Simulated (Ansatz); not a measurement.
Data:

```
MgTe
1.0
    0.00000     3.13916     3.13916
    3.13916     0.00000     3.13916
    3.13916     3.13916     0.00000
Mg Te
1 1
Cartesian
  0.00000   0.00000   0.00000
  1.56958   1.56958   1.56958
```

No spin polarisation.

The values are results of Ansatz (a quantum-chemistry and plane-wave program) PBEsol, no SOC, not measurements. Γ-centred 9×9×9 mesh, Fermi–Dirac width 0.05 eV.

### Question
Predict the width of the top valence band and band gap.

### Answer
- Width of the top valence band: 1.66 eV
- Band gap: 2.59 eV

With Te present, leaving out spin-orbit coupling can change the band edges. The cells carry an imposed strain or load. Whether these cells are dynamically stable was not tested. The cell was made from MgTe in the zinc blende structure (space group F-43m, No. 216) by this change: isotropic strain −2.50 %.
